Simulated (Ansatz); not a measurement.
Defect migration in monoclinic ZrO2 with all lengths changed by -1 %: Zr vacancy, charge state -4. Computed with PBE, PAW (plane waves to 420 eV; Ansatz, a quantum-chemistry and plane-wave program).

96-site cell at the strained lattice (strain from the relaxed PBE one, atoms relaxed), the Γ point alone, smearing 0.01 eV, spin-restricted, no finite-size correction. Static, classical nuclei. The charge state is imposed; whether it is stable for some Fermi level was not computed. Forms of the defect that were not tried may lie lower.

Barriers: single points on a 2×2×2 k-point mesh shifted by half a step at the bands' geometries.

Relaxed starting cell (atoms counted from 1):

```
CELL_PARAMETERS angstrom
     10.27489     0.00000     0.00000
      0.00000    10.37871     0.00000
     -1.78901     0.00000    10.49876
ATOMIC_POSITIONS crystal
  Zr 0.13756 0.22631 0.85559
  Zr 0.13887 0.72863 0.35608
  Zr 0.13854 0.72788 0.85295
  Zr 0.63967 0.22894 0.35222
  Zr 0.64018 0.22798 0.85530
  Zr 0.63631 0.72935 0.35505
  Zr 0.63794 0.72722 0.85472
  Zr 0.35396 0.26907 0.15099
  Zr 0.35897 0.26932 0.64223
  Zr 0.36089 0.77329 0.14772
  Zr 0.36060 0.77330 0.64417
  Zr 0.87794 0.26949 0.15519
  Zr 0.86146 0.27177 0.64482
  Zr 0.86020 0.77082 0.14639
  Zr 0.86192 0.77051 0.64518
  Zr 0.35576 0.47191 0.39621
  Zr 0.36085 0.47517 0.89702
  Zr 0.35461 0.98792 0.39356
  Zr 0.35868 0.97924 0.89372
  Zr 0.86318 0.47435 0.39324
  Zr 0.86177 0.47785 0.89710
  Zr 0.86803 0.98139 0.39716
  Zr 0.86228 0.97808 0.89638
  Zr 0.14041 0.02419 0.10678
  Zr 0.13653 0.02809 0.59429
  Zr 0.14092 0.52170 0.10698
  Zr 0.14158 0.51625 0.60344
  Zr 0.63849 0.02321 0.10437
  Zr 0.63835 0.02044 0.60285
  Zr 0.63742 0.51798 0.10534
  Zr 0.63788 0.52095 0.60274
  O  0.03741 0.06754 0.41823
  O  0.03945 0.06870 0.90910
  O  0.03808 0.57807 0.41956
  O  0.03757 0.57771 0.91630
  O  0.53666 0.08192 0.42059
  O  0.53326 0.08249 0.91933
  O  0.53216 0.58365 0.42147
  O  0.53363 0.58227 0.92108
  O  0.46418 0.41515 0.07739
  O  0.47408 0.40990 0.57649
  O  0.46477 0.91710 0.07684
  O  0.46970 0.91201 0.57821
  O  0.96253 0.42770 0.08259
  O  0.96199 0.42383 0.58566
  O  0.96210 0.92029 0.08281
  O  0.96205 0.92081 0.58654
  O  0.46661 0.33081 0.32988
  O  0.46665 0.33333 0.82747
  O  0.46440 0.83596 0.32763
  O  0.46526 0.83259 0.82876
  O  0.95253 0.33005 0.33065
  O  0.96182 0.32649 0.83433
  O  0.96001 0.82326 0.33284
  O  0.96139 0.82361 0.83426
  O  0.03845 0.17561 0.13883
  O  0.03583 0.17377 0.66772
  O  0.03559 0.67070 0.16900
  O  0.03771 0.67240 0.66773
  O  0.53602 0.16814 0.16950
  O  0.53850 0.16655 0.67206
  O  0.53285 0.66663 0.17109
  O  0.53354 0.66463 0.67277
  O  0.23319 0.37958 0.50344
  O  0.22115 0.37000 0.99002
  O  0.22317 0.87002 0.48999
  O  0.22377 0.86968 0.98969
  O  0.72450 0.37034 0.49018
  O  0.72484 0.37047 0.98995
  O  0.72312 0.87030 0.49004
  O  0.72207 0.86913 0.98913
  O  0.27598 0.12923 0.00520
  O  0.29342 0.11854 0.52224
  O  0.27713 0.62875 0.01094
  O  0.27791 0.63130 0.51076
  O  0.77489 0.12626 0.00872
  O  0.77713 0.12935 0.51023
  O  0.77549 0.62836 0.01012
  O  0.77430 0.63029 0.51106
  O  0.29156 0.11016 0.24692
  O  0.27561 0.12309 0.76125
  O  0.27645 0.62555 0.26267
  O  0.27723 0.61883 0.76036
  O  0.77720 0.12020 0.25908
  O  0.77872 0.12033 0.76034
  O  0.77488 0.62062 0.25975
  O  0.77598 0.62004 0.76123
  O  0.23254 0.38939 0.23540
  O  0.22191 0.37678 0.74472
  O  0.21832 0.87700 0.24126
  O  0.22393 0.87969 0.73879
  O  0.71355 0.38042 0.23948
  O  0.72448 0.37862 0.74027
  O  0.72198 0.87852 0.23760
  O  0.72364 0.87840 0.74051
```
Cell charge -4.

End state 1 differs by these moves (Å; atoms that move under 0.08 Å are left out):

| atom | element | Δx | Δy | Δz |
|---|---|---|---|---|
| 12 | Zr | 2.17 | -0.42 | 1.99 |
| 18 | Zr | 0.08 | -0.08 | 0.01 |
| 21 | Zr | 0.00 | -0.08 | 0.09 |
| 22 | Zr | -0.09 | -0.05 | -0.04 |
| 25 | Zr | 0.00 | -0.08 | 0.09 |
| 26 | Zr | -0.09 | -0.05 | -0.04 |
| 30 | Zr | 0.08 | -0.08 | 0.01 |
| 33 | O | -0.03 | 0.06 | 0.06 |
| 37 | O | -0.09 | 0.06 | 0.05 |
| 41 | O | -0.09 | 0.06 | 0.05 |
| 45 | O | -0.03 | 0.06 | 0.06 |
| 52 | O | 0.04 | -0.07 | 0.32 |
| 56 | O | 0.04 | -0.07 | 0.32 |
| 64 | O | -0.06 | -0.08 | -0.13 |
| 69 | O | -0.17 | 0.10 | -0.13 |
| 73 | O | -0.17 | 0.10 | -0.13 |
| 76 | O | -0.06 | -0.08 | -0.13 |
| 80 | O | -0.08 | 0.08 | 0.14 |
| 84 | O | -0.11 | -0.11 | 0.06 |
| 88 | O | -0.11 | -0.11 | 0.06 |
| 92 | O | -0.08 | 0.08 | 0.14 |

Problem. What forward and backward barriers to end state 1 does PBE, PAW give?

Solution. forward 1.95 eV, backward 1.95 eV; at the saddle point atom 12 has neighbours O at 1.87, O at 1.95, O at 2.01, O at 2.34 Å. The saddle point's order was not checked.
